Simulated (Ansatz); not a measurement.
Consider CdCu$_{2}$GeSe$_{4}$ (space group I-42m, No. 121; a = 5.730 Å, c = 11.024 Å). Axes: x, y, z lie along a, b, c of the conventional cell.

Computed with PBEsol in Ansatz (plane waves to 420 eV, PAW, without spin-orbit coupling).

For the base:

```
Property                         Result
-----------------------------  --------
Pressure                        0.0 GPa
Shortest interatomic distance  238.2 pm
```

It is then changed as follows: uniaxial strain ε_zz = −3.00 %, all other strain components held at zero, atoms relaxed at fixed cell.

Question: Predict the new energy relative to the base.

Answer: The energy increases by 5.3 meV/atom.

Question: How does this affect the pressure?

Answer: The pressure (mean of the normal stresses, compression positive) goes from zero to 2.1 GPa.

Question: Estimate the effect on the shortest interatomic distance.

Answer: The shortest interatomic distance falls by 2.37 pm to 235.9 pm.

Stability against distortions was not tested. The final runs are not spin-polarised. Gaps under 0.05 eV, about the width of the smearing, are given as zero.

Ansatz is a first-principles code.
